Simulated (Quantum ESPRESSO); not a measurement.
## Quick settings and what they miss: Li2Mg (Cmcm, 6 atoms in the cell)

Self-consistent single point.

```yaml
crystal:
  lattice:
    - [4.67541, -2.67197, 0.00000]
    - [4.67541, 2.67197, 0.00000]
    - [0.00000, 0.00000, 5.15295]
  atoms:
    - { symbol: Li, position: [0.33367, 0.98949, 0.75000] }
    - { symbol: Li, position: [0.66633, 0.01051, 0.25000] }
    - { symbol: Li, position: [0.98949, 0.33367, 0.25000] }
    - { symbol: Li, position: [0.01051, 0.66633, 0.75000] }
    - { symbol: Mg, position: [0.67114, 0.32886, 0.75000] }
    - { symbol: Mg, position: [0.32886, 0.67114, 0.25000] }
```

Method of the run: PBEsol, GBRV 1.5 ultrasoft (PBESOL) pseudopotentials (plane waves; Quantum ESPRESSO).

Base settings: ecutwfc = 40 Ry; ecutrho = 200 Ry; occupations = smearing; smearing = gaussian; degauss = 0.0073499 Ry; potentials = {Li: li_pbesol_v1.4.uspp.F.UPF, Mg: mg_pbesol_v1.4.uspp.F.UPF}; K_POINTS = automatic 6 6 5 0 0 0; conv_thr = 1e-10 Ry; mixing_beta = 0.3.

Tight run (finer mesh or higher cutoff; not a proven limit): ecutwfc: 40 Ry → 56 Ry; ecutrho: 200 Ry → 280 Ry; conv_thr: 1e-10 Ry → 7.3e-11 Ry; K_POINTS: automatic 6 6 5 0 0 0 → automatic 9 9 7 0 0 0. It gave Fermi level (on the code's own zero) 2.36 eV; pressure -1.02 GPa; largest force (vector length) 0.086 eV/Å.

Quick runs, as changes from the base:
- A: the base itself
- B: ecutwfc: 40 Ry → 24 Ry; ecutrho: 200 Ry → 120 Ry; conv_thr: 1e-10 Ry → 7.3e-05 Ry; K_POINTS: automatic 6 6 5 0 0 0 → automatic 3 3 3 0 0 0
- C: ecutwfc: 40 Ry → 28 Ry; ecutrho: 200 Ry → 140 Ry; smearing: gaussian → marzari-vanderbilt; degauss: 0.0073499 Ry → 0.0147 Ry; conv_thr: 1e-10 Ry → 7.3e-05 Ry; K_POINTS: automatic 6 6 5 0 0 0 → automatic 8 8 8 0 0 0
- D: ecutwfc: 40 Ry → 20 Ry; ecutrho: 200 Ry → 100 Ry; smearing: gaussian → methfessel-paxton; degauss: 0.0073499 Ry → 0.0099958 Ry; conv_thr: 1e-10 Ry → 7.3e-06 Ry; K_POINTS: automatic 6 6 5 0 0 0 → automatic 8 8 8 1 1 1
- E: ecutwfc: 40 Ry → 20 Ry; ecutrho: 200 Ry → 100 Ry; smearing: gaussian → methfessel-paxton; degauss: 0.0073499 Ry → 0.036749 Ry; K_POINTS: automatic 6 6 5 0 0 0 → automatic 2 2 2 0 0 0
- F: ecutwfc: 40 Ry → 28 Ry; ecutrho: 200 Ry → 140 Ry; conv_thr: 1e-10 Ry → 7.3e-06 Ry; K_POINTS: automatic 6 6 5 0 0 0 → automatic 4 4 4 0 0 0

Energies are extrapolated to zero smearing width, which holds to low order in the width alone (under cold and Methfessel-Paxton smearing the free energy itself is taken).

Dashes: time of B, D, E, F, under 30 s.

The count of work is k-points × plane waves × bands × iterations; it is no time. Core times come from one kind of shared machine and are given to one figure; runs under 30 s give none.

The starting cell comes from a database of computed structures (which also holds hypothetical and non-ambient phases and stackings), without a prior relaxation at this level. Its lattice was rescaled by a random factor within 2.5 % of one.

```
run  energy less tight (meV/atom)  pressure less tight (GPa)  largest miss in a force vector (eV/Å)  count of work / tight  core time / tight (rough)
---  ----------------------------  -------------------------  -------------------------------------  ---------------------  -------------------------
A                             2.6                       0.00                                  0.027                   0.24                        0.3
B                           662.8                     -28.18                                  0.054                 0.0097                          –
C                           125.3                      -9.07                                  0.366                   0.16                        0.2
D                          2531.0                     -87.57                                  0.068                  0.086                          –
E                          2625.2                     -87.57                                  0.194                  0.013                          –
F                           126.9                      -7.82                                  0.048                  0.037                          –
```

Among the runs at the tight run's level, the energy misses run from 2.6 to 2625.2 meV/atom.
